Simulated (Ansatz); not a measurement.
An Ansatz (a program for electronic structure) input (DFT with PBEsol, PAW potentials and a 420 eV plane-wave cutoff in Ansatz, no spin-orbit coupling):

Ansatz 0.2 input:
```yaml
crystal:
  lattice:
    - [0, 2.1783941567, 2.1783941567]
    - [2.1783941567, 0, 2.1783941567]
    - [2.1783941567, 2.1783941567, 0]
  atoms:
    - { symbol: C, position: [0.75, 0.75, 0.75] }
    - { symbol: Si, position: [0, 0, 0] }
basis: { ecutwfc: 420, ecutrho_ratio: 4, xc_grid: 2, fft_grid_basis: typed }
kpoints: { mp_grid: { grid: [13, 13, 13] } }
hamiltonian:
  xc: pbesol
  dispersion: none
  pseudopotentials: { kind: paw }
scf: { occupations: { method: fermi_dirac, width: 0.05 }, convergence: { dr2_threshold: 0.0000000002 } }
output: { forces: true, stress: true }
```

Problem. Which symmetry and how many k-points will the program report, and about how many plane waves at Γ?

Solution. Space group F-43m (ITA 216) with 24 operations, k-points 84 of 2197, and 411 plane waves at Γ.

No phonon test of stability was made. The cell is SiC in the zinc blende structure (space group F-43m, No. 216).
